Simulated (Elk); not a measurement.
Worked example: self-consistent single point of GaSn₃ (Fm-3m, 4 atoms in the cell) in Elk.

Computed with LDA (PW92), all-electron FP-LAPW, Elk's shipped species files, APW+lo basis with extra local orbitals (Elk).

The change in words: lattice scaled by 0.98. Reference geometry:
```
GaSn3
1.0
    0.00000     3.70595     3.70595
    3.70595     0.00000     3.70595
    3.70595     3.70595     0.00000
Ga Sn
1 3
Direct
  0.00000   0.00000   0.00000
  0.25000   0.25000   0.25000
  0.75000   0.75000   0.75000
  0.50000   0.50000   0.50000
```

Reference input (self-consistent single point, DFT, LDA (PW92), all-electron FP-LAPW, Elk's shipped species files, APW+lo basis with extra local orbitals): rgkmax = 8; swidth = 0.00499791 Ha; ngridk = 9 9 9; gmaxvr = 14 1/bohr; nxlo = 2; lorbcnd = true; lmaxi = 3; maxscl = 100. This run's input differs from it in these lines:

```diff
@@ -28,5 +28,5 @@
 avec
-    0.0000000000    3.7059550000    3.7059550000
-    3.7059550000    0.0000000000    3.7059550000
-    3.7059550000    3.7059550000    0.0000000000
+    0.0000000000    3.6318360000    3.6318360000
+    3.6318360000    0.0000000000    3.6318360000
+    3.6318360000    3.6318360000    0.0000000000
```

Output, abridged:

```
│ Self-consistent loop started │
│ Loop number : 1 │
 total energy                :     -20472.5258487
│ Loop number : 2 │
 total energy                :     -20472.5527299
RMS change in Kohn-Sham potential (target) :   0.3502923034E-01 (  0.1000000000E-05)
Absolute change in total energy (target)   :   0.2688122412E-01 (  0.1000000000E-03)
│ Loop number : 3 │
 total energy                :     -20472.5283573
RMS change in Kohn-Sham potential (target) :   0.3494783957E-01 (  0.1000000000E-05)
Absolute change in total energy (target)   :   0.1765234039E-01 (  0.1000000000E-03)
│ Loop number : 4 │
   [... lines left out ...]
Absolute change in total energy (target)   :   0.5346147918E-03 (  0.1000000000E-03)
│ Loop number : 14 │
 total energy                :     -20462.6395571
RMS change in Kohn-Sham potential (target) :   0.1245038131E-07 (  0.1000000000E-05)
Absolute change in total energy (target)   :   0.1333156142E-03 (  0.1000000000E-03)
│ Loop number : 15 │
 total energy                :     -20462.6395562
RMS change in Kohn-Sham potential (target) :   0.7266828092E-08 (  0.1000000000E-05)
Absolute change in total energy (target)   :   0.3425139585E-04 (  0.1000000000E-03)
Convergence targets achieved

│ Loop number : 16 │

Energies :
 Fermi                       :     0.251953213311
 total energy                :     -20462.6395555

Density of states at Fermi energy :    69.27930197
 (states/Hartree/unit cell)

Estimated indirect band gap :   0.1165971657E-02
 from k-point      7 to k-point     34
Estimated direct band gap   :   0.1080234464E-01
 at k-point      7

Charges :
 core                        :    108.0000000
 valence                     :    73.00000000
 interstitial                :    7.063192957
 muffin-tins (core leakage)
  species :    1 (Ga)
   atom    1                 :    29.54690051     (  0.7673105572E-03)
  species :    2 (Sn)
   atom    1                 :    48.11945888     (  0.6807671745E-04)
   atom    2                 :    48.11945888     (  0.6807671745E-04)
   atom    3                 :    48.15098878     (  0.6827809962E-04)
 total in muffin-tins        :    173.9368070
 total calculated charge     :    180.9841244
 total charge                :    181.0000000
 error                       :   0.1587561142E-01

│ Self-consistent loop stopped │
```

The run converged in 16 iterations. The count includes the last loop, which Elk runs after its targets are met. Against the reference run the free energy goes down by 13.1 meV/atom.

The starting cell comes from a database of computed structures (which also holds hypothetical and non-ambient phases and stackings), without a prior relaxation at this level. For this run, on top of that: lattice scaled by 0.98. Values depend on the basis (sphere radii, cutoffs, local orbitals), which need not be converged. The log's line on a gap gives a spacing of levels on this mesh, which the program prints for metals too.

Cost on one core of a shared machine: roughly 2 min.
